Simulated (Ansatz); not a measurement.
# Ru3Ir (model structure, started from the Cu3Au type, Pm-3m, No. 221, 4 atoms in the cell)

All values below come from LDA in Ansatz (plane waves, PAW).

Run with plane-wave cutoff 520 eV, 16×16×16 k mesh, Fermi–Dirac smearing 0.05 eV, no spin polarisation, scalar-relativistic PAW data made under PBE.

Cell (relaxed at this level):

```
CELL_PARAMETERS angstrom
      3.76055     0.00000     0.00000
      0.00000     3.76055     0.00000
      0.00000     0.00000     3.76055
ATOMIC_POSITIONS crystal
  Ru 0.00000 0.50000 0.50000
  Ru 0.50000 0.50000 0.00000
  Ru 0.50000 0.00000 0.50000
  Ir 0.00000 0.00000 0.00000
```

```yaml
bulk modulus B0: 375 GPa
```

Note: the run has no spin polarisation, so it can have missed a magnetic state; the bulk modulus is −V dP/dV from two relaxed cells at ±2 % in volume; the relaxation could raise the start's symmetry but not lower it, so the cell can be a saddle point.

Spin–orbit coupling is not included.

The computed numbers hold no vibrational or temperature effects.

Computing time: very roughly 80 core-seconds.

A model structure was made by putting elements into a prototype or built by hand; it is no filed structure, need not be a known phase, and can be a saddle point held by its symmetry.

Ansatz is a quantum-chemistry and plane-wave program.
